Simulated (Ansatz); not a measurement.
## A computed series for FeSi: point defects

Take an 8-atom supercell of FeSi (space group P2_13, No. 198; a = 4.4035 Å; non-magnetic) at its relaxed geometry as the base.

One neutral defect a cell, atoms relaxed at fixed cell.

Computed with Ansatz (a first-principles code) PBEsol, without spin-orbit coupling.

| case | pressure | largest displacement of a host atom from its site in the perfect cell |
|---|---|---|
| perfect supercell | -0.1 GPa | – |
| Fe on a Si site (antisite) | 0.1 GPa | 0.14 Å |
| Si on a Fe site (antisite), symmetric start | 9.9 GPa | 0.19 Å |
| Zn on a Si site | 7.2 GPa | 0.14 Å |
| H interstitial (started 1.80 Å from the nearest host atom) | 6.6 GPa | 0.07 Å |
| Fe vacancy | -7.2 GPa | 0.17 Å |

Other magnetic orders, which the real material may have, were not ruled out. In so small a cell the defect repeats every few ångströms: this is an ordered compound, not a dilute defect. Defects with a symmetric start kept the site's symmetry and may sit on a saddle; the others started slightly shaken. Seeded moments were not kept for the base and Si on a Fe site (antisite). Spin-polarised in the final run: Fe on a Si site (antisite), Si on a Fe site (antisite), Zn on a Si site, H interstitial (started 1.80 Å from the nearest host atom) and Fe vacancy; the other runs are not.
